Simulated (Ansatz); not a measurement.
Effect of biaxial strain −2.08 %, plane normal [111], relaxed out of plane on CdTe

Take CdTe in the zinc blende structure (space group F-43m, No. 216; a = 6.4887 Å) as the base. Axes: x, y, z lie along the cube axes.

It is then changed as follows: biaxial strain −2.08 %, plane normal [111], relaxed out of plane (Cartesian); in-plane vectors clamped, the third vector and the atoms free.

The values are results of Kohn–Sham DFT with the PBEsol functional, run in Ansatz (a program for electronic structure) with PAW and 420 eV plane waves, no spin-orbit coupling, not measurements. k-mesh 9×9×9 (Γ-centred); smearing 0.05 eV (Fermi–Dirac).

| quantity | base | changed | shift |
|---|---|---|---|
| volume per atom | 34.15 Å³ | 33.32 Å³ | -0.825 Å³ |
| space group | F-43m (No. 216) | R3m (No. 160) | – |
| energy relative to the base (free energy F) | 0 meV/atom | +6.9 meV/atom | +6.9 meV/atom |
| pressure (mean of the normal stresses, compression positive) | 0.1 kbar | 10.5 kbar | +10.4 kbar |
| band gap | 0.65 eV | 0.63 eV | -0.02 eV |
| gap character | direct at Γ | direct at Γ | – |
| electron mass | 0.055 mₑ (at Γ) | 0.059 mₑ (at Γ) | – |
| valence-band top at Γ (three highest levels, from the VBM) | 0.00, 0.00, 0.00 eV | 0.00, 0.00, -0.23 eV | – |
| valley order (the lowest conduction-band minima on the path, energy above the VBM, named in the base's zone) | Γ 0.65 eV; L along ⟨111⟩ 1.74 eV | Γ 0.63 eV; L along [1-11] 1.59 eV; L along [111] 1.96 eV | – |
| out-of-plane strain | – | +1.77 % | – |
| ratio −ε⊥/ε∥ | – | 0.85 | – |
| mean in-plane stress (compression positive) | – | +1.6 GPa | – |

With Te present, leaving out spin-orbit coupling can change the band edges. Masses are band curvatures over ±0.01 Å⁻¹ around the edge. Whether these cells are dynamically stable was not tested. k-point labels follow each cell's own Brillouin zone.
